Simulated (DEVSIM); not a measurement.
# Al0.25Ga0.75As/GaAs p-n heterojunction

Device: Al0.25Ga0.75As/GaAs p-n heterojunction, at 350 K.

| layer (left to right) | material | thickness (μm) | Nd (cm⁻³) | Na (cm⁻³) | τn (s) | τp (s) |
|---|---|---|---|---|---|---|
| 1 | Al0.25Ga0.75As | 0.850 | - | 1.5e17 | 3.6e-9 | 3.6e-9 |
| 2 | GaAs | 3.80 | 1.1e17 | - | 3.6e-9 | 3.6e-9 |

Left contact: ohmic. Right contact: ohmic. Voltage is applied to the left contact. Recombination: SRH at mid-gap, radiative, Auger. Mobility is μmin + (μ − μmin)/(1 + (N/Nref)^α).

The device is made up for the run: typed textbook-type constants, with dimensions and the other settings drawn at random. Values at 300 K; Nc and Nv go as T^1.5, mobilities as T to minus their exponent, the gap by Varshni's rule with the affinity fixed.

```
parameter         Al0.25Ga0.75As      GaAs
----------------  --------------  --------
gap (eV)                  1.7357     1.424
affinity (eV)             3.8725      4.07
permittivity               12.19      12.9
Nc (cm⁻³)                 6.5e17    4.7e17
Nv (cm⁻³)                   9e18      9e18
μn (cm²/Vs)                 4375      8500
μp (cm²/Vs)                  221       400
μn,min                       500       500
μp,min                        20        20
Nref,n                      6e16      6e16
Nref,p                    1.5e17    1.5e17
αn                          0.39      0.39
αp                          0.38      0.38
T exponent of μn             2.1       2.1
T exponent of μp             2.2       2.2
B (cm³/s)                  2e-10     2e-10
Cn (cm⁶/s)                 1e-30     1e-30
Cp (cm⁶/s)                 1e-30     1e-30
Varshni α (eV/K)        0.000541  0.000541
Varshni β (K)                204       204
```

Simulated with DEVSIM: 1D drift-diffusion, Boltzmann statistics, complete ionisation; no tunnelling, impact ionisation, image-force lowering or self-heating. Band offsets follow the typed affinities; no thermionic-emission limit at abrupt steps, no polarisation charge.

```yaml
potential_step_across_the_device_at_zero_bias: 1.334 V
largest_field_in_the_device_at_zero_bias: 160000 V/cm
Dark forward voltage at 1 A/cm²: 1.008 V
Dark forward voltage at 100 A/cm²: 1.162 V
```

Dark forward current:

| V (V) | J (A/cm²) |
|---|---|
| 0.05 | 5.0e-9 |
| 0.10 | 1.6e-8 |
| 0.20 | 9.9e-8 |
| 0.25 | 2.4e-7 |
| 0.35 | 1.3e-6 |
| 0.40 | 3.1e-6 |
| 0.50 | 1.8e-5 |
| 0.55 | 4.2e-5 |
| 0.60 | 0.00010 |
| 0.70 | 0.00062 |
| 0.75 | 0.0016 |
| 0.85 | 0.013 |
| 0.90 | 0.045 |
| 0.95 | 0.18 |
| 1.05 | 3.7 |
| 1.10 | 17 |
| 1.20 | 240 |
| 1.25 | 580 |
| 1.35 | 1700 |
| 1.40 | 2500 |

Dark reverse current:

| V (V) | J (A/cm²) |
|---|---|
| -0.20 | -7.7e-9 |
| -0.50 | -1.4e-8 |
| -1.00 | -2.1e-8 |
| -1.50 | -2.7e-8 |
| -2.00 | -3.3e-8 |
| -3.00 | -4.4e-8 |
| -4.00 | -5.3e-8 |
| -5.00 | -6.1e-8 |
| -6.50 | -7.3e-8 |
